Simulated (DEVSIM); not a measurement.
Device: Si n-i-p diode, at 400 K.

| layer (left to right) | material | thickness (μm) | Nd (cm⁻³) | Na (cm⁻³) | τn (s) | τp (s) |
|---|---|---|---|---|---|---|
| 1 | Si | 0.460 | 7.3e17 | - | 9e-6 | 9e-6 |
| 2 | Si | 0.500 | - | 1.1e13 | 9e-6 | 9e-6 |
| 3 | Si | 1.40 | - | 1.5e19 | 9e-6 | 9e-6 |

Left contact: ohmic. Right contact: ohmic. Voltage is applied to the left contact. Recombination: SRH at mid-gap, radiative, Auger. Mobility is μmin + (μ − μmin)/(1 + (N/Nref)^α).

Constants are typed, rounded textbook-type inputs, not results; the design itself was drawn at random and stands for no fabricated device. Values at 300 K; Nc and Nv go as T^1.5, mobilities as T to minus their exponent, the gap by Varshni's rule with the affinity fixed.

| parameter | Si |
|---|---|
| gap (eV) | 1.124 |
| affinity (eV) | 4.05 |
| permittivity | 11.7 |
| Nc (cm⁻³) | 2.86e19 |
| Nv (cm⁻³) | 3.1e19 |
| μn (cm²/Vs) | 1417 |
| μp (cm²/Vs) | 470 |
| μn,min | 52 |
| μp,min | 45 |
| Nref,n | 9.7e16 |
| Nref,p | 2.2e17 |
| αn | 0.68 |
| αp | 0.72 |
| T exponent of μn | 2.3 |
| T exponent of μp | 2.2 |
| B (cm³/s) | 4.7e-15 |
| Cn (cm⁶/s) | 2.8e-31 |
| Cp (cm⁶/s) | 9.9e-32 |
| Varshni α (eV/K) | 0.000473 |
| Varshni β (K) | 636 |

Simulated with DEVSIM: 1D drift-diffusion, Boltzmann statistics, complete ionisation; no tunnelling, impact ionisation, image-force lowering or self-heating.

Base results: dark forward voltage at 100 A/cm² (V) 0.656; dark forward voltage at 1 A/cm² (V) 0.496; potential step across the device at zero bias (V) 0.915.

### Question
What follows from this one change: thickness of layer 1 0.46 → 1.4 μm?

### Answer
dark forward voltage at 100 A/cm² 0.656 → 0.694 V; dark forward voltage at 1 A/cm² 0.496 → 0.533 V; potential step across the device at zero bias little changed (0.915 V).

### Question
What follows from this one change: doping Na of layer 3 1.5e+19 → 4.5e+17 cm^-3?

### Answer
dark forward voltage at 100 A/cm² 0.656 → 0.630 V; dark forward voltage at 1 A/cm² 0.496 → 0.470 V; potential step across the device at zero bias 0.915 → 0.794 V.

### Question
What follows from this one change: constant mobility in place of the doping-dependent one?

### Answer
dark forward voltage at 100 A/cm² 0.656 → 0.626 V; dark forward voltage at 1 A/cm² 0.496 → 0.465 V; potential step across the device at zero bias little changed (0.915 V).
